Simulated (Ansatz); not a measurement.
# Pressure series in HfC

Consider HfC in the rock salt structure (space group Fm-3m, No. 225).

```yaml
crystal:
  lattice:
    - [0.00000, 2.32035, 2.32035]
    - [2.32035, 0.00000, 2.32035]
    - [2.32035, 2.32035, 0.00000]
  atoms:
    - { symbol: C, position: [0.00000, 0.00000, 0.00000] }
    - { symbol: Hf, position: [0.50000, 0.50000, 0.50000] }
```

Cell and atoms are relaxed at each pressure.

Method: Kohn–Sham DFT with the r2SCAN functional, run in Ansatz (a program for electronic structure) with PAW and 500 eV plane waves, scalar-relativistic without spin-orbit coupling.

```csv
pressure (GPa),volume per atom (Å³/atom)
-2,12.597
-1,12.545
0,12.493
1.8,?
9,12.071
18,11.709
30,11.294
45,10.857
60,10.486
```

Problem. Fit the third-order Birch–Murnaghan form P(V) = (3B₀/2)[(V₀/V)^(7/3) − (V₀/V)^(5/3)]·[1 + (3/4)(B₀′ − 4)((V₀/V)^(2/3) − 1)] (squares taken in P) to the rows shown and predict the withheld row.

Solution. Least squares on the printed values gives V₀ = 12.493 Å³/atom, B₀ = 245 GPa, B₀′ = 3.8; this predicts 12.403 Å³/atom, and the run gives 12.403 Å³/atom, in agreement.

Load acts through the strain it causes; cell and atoms are relaxed under it. No phonon test of stability was made. No other phases were tried under pressure. All final runs are without spin polarisation.
